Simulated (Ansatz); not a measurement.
# How the equilibrium lattice constant a of Ta₃Si (model structure, started from the D03 type, Fm-3m, No. 225, 4 atoms in the cell) moves with the method

No measured value is used here.

```tsv
level (code)	value (Å)
PBE (Ansatz)	?
PBEsol (Ansatz)	6.396
PBE-D3(BJ) (Ansatz)	6.395
```

Problem. What belongs in the gaps?

Solution. 
- PBE (Ansatz, an electronic-structure program), value (Å): 6.462

Density-functional levels without +SOC have no spin–orbit coupling. Ansatz's density-functional and Hartree–Fock values are scalar-relativistic unless marked +SOC, with PAW data made under PBE.

A model structure was made by putting elements into a prototype or built by hand; it is no filed structure, need not be a known phase, and can be a saddle point held by its symmetry.
